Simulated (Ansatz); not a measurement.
Take WSe$_{2}$ in the 2H-MoS2 type structure (space group P6_3/mmc, No. 194; a = 3.231 Å, c = 12.411 Å; layered, stacked along the Cartesian z axis) as the base.

It is then changed as follows: hydrostatic tension (pressure −2 GPa).

Levels (all Ansatz, a program for electronic structure, PAW): PBEsol-D3(BJ) (420 eV, no spin-orbit coupling); r2SCAN (500 eV, without spin-orbit coupling); HSE06 (420 eV, no SOC).

One geometry, relaxed with PBEsol-D3(BJ), under each level:

| level | band gap | lowest conduction level above the VBM at special points |
|---|---|---|
| PBEsol-D3(BJ) | 0.80 eV | K 1.41 eV; H 1.41 eV; M 2.22 eV; L 2.24 eV |
| r2SCAN | 0.96 eV | K 1.51 eV; H 1.51 eV; M 2.34 eV; L 2.37 eV |
| HSE06 | (withheld) | (withheld) |

Q: Give the withheld HSE06 results.

A: 
- HSE06, band gap: 1.29 eV
- HSE06, lowest conduction level above the VBM at special points: K 1.88 eV; H 1.88 eV; M 2.84 eV; Γ 3.32 eV

Single points use the geometry relaxed with PBEsol-D3(BJ). Their cutoffs differ, which shifts pressures a little. HSE06 was sampled on its mesh, a few special points and the semilocal edge points, so its gap is an upper bound. With W present, leaving out spin-orbit coupling can change the band edges. Load acts through the strain it causes; cell and atoms are relaxed under it. No phonon test of stability was made.
